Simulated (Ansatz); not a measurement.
Take ZnGeP2 in the chalcopyrite structure (space group I-42d, No. 122; a = 5.4243 Å, c = 10.7097 Å) as the base.

Computed with PBEsol in Ansatz (plane waves to 420 eV, PAW, no spin-orbit coupling).

Base values:

The lattice parameter a is 5.424 Å and the band gap is 1.07 eV.

Perturbation: a hydrostatic pressure of 2.1 GPa.

How does this affect the lattice parameter a?

The lattice parameter a drops by 0.043 Å (5.424 Å → 5.381 Å).

Predict the new band gap.

The band gap shrinks by 0.04 eV to 1.03 eV.

Load acts through the strain it causes; cell and atoms are relaxed under it. Stability against distortions was not tested.

Ansatz is a quantum-chemistry and plane-wave program.
